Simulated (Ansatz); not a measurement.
The starting structures come from a database of crystals and need not be the phases stable at ambient conditions.

 Where the default PAW files enter, the runs use the earlier of Ansatz's two default sets.

By PBEsol, the system below comes out a metal.

A figure of merit of an interconnect metal is its ballistic conductance per area.

Consider the following.

```
CELL_PARAMETERS angstrom
      3.08801     0.00000     0.00000
      0.00000     5.54853     0.00000
      0.00000     0.00000     6.19655
ATOMIC_POSITIONS crystal
  Si 0.75000 0.18388 0.44357
  Si 0.25000 0.81612 0.55643
  Si 0.25000 0.31612 0.94357
  Si 0.75000 0.68388 0.05643
  Rh 0.75000 0.00210 0.79725
  Rh 0.25000 0.99790 0.20275
  Rh 0.25000 0.49790 0.29725
  Rh 0.75000 0.50210 0.70275
```

Space group of this cell: Pnma. The cell is strained (lengths along the current scaled by 0.97, ions clamped); by PBEsol its mean pressure is 5.3 GPa.

The current flows along the normal of the first two printed cell vectors. No spin-orbit coupling; the value is a mean over 0.1 eV about the Fermi level.

**Question.** State the ballistic conductance per area according to PBEsol (Ansatz, a first-principles code).

**Answer.** 0.28 × 10¹⁵ S/m² for both spins.
